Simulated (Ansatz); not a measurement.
```xyz
4
Lattice="1.9175 1.1071 6.2593 -1.9175 1.1071 6.2593 0.0000 -2.2142 6.2593" Properties=species:S:1:pos:R:3 pbc="T T T"
Al     0.0000     0.0000     0.0041
Ga     0.0000     0.0000     9.3869
As     0.0000     0.0000    16.4288
As     0.0000     0.0000     7.0411
```

Relaxed-ion tensors in this frame from LDA in Ansatz (a first-principles code). Proper piezoelectric stress tensor e (C/m²):

```
 0.00   0.00   0.00   0.00   0.05  -0.09
-0.09   0.09   0.00   0.05   0.00   0.00
 0.08   0.08  -0.16   0.00   0.00   0.00
```

Stiffness C (GPa):

```
  186   87.1   76.6  -14.6    0.0    0.0
 87.1    186   76.6   14.6    0.0    0.0
 76.6   76.6    195    0.0    0.0    0.0
-14.6   14.6    0.0   37.9    0.0    0.0
  0.0    0.0    0.0    0.0   37.9  -14.6
  0.0    0.0    0.0    0.0  -14.6   49.3
```

The cell is a database entry relaxed within its symmetry; it need not be the phase found at ambient conditions. The polar cell is relaxed at 10 GPa. The structure is held there; whether it is the stable one at that pressure was not tested.

Question: Obtain the piezoelectric strain tensor d.

Answer: d = e S with S = C⁻¹, in pC/N:

```
 0.0   0.0   0.0   0.0   0.7  -1.6
-0.8   0.8   0.0   0.7   0.0   0.0
 0.7   0.7  -1.3   0.0   0.0   0.0
```
Away from Γ the polar cell without biaxial strain shows no imaginary mode on a 2×2×2 mesh.
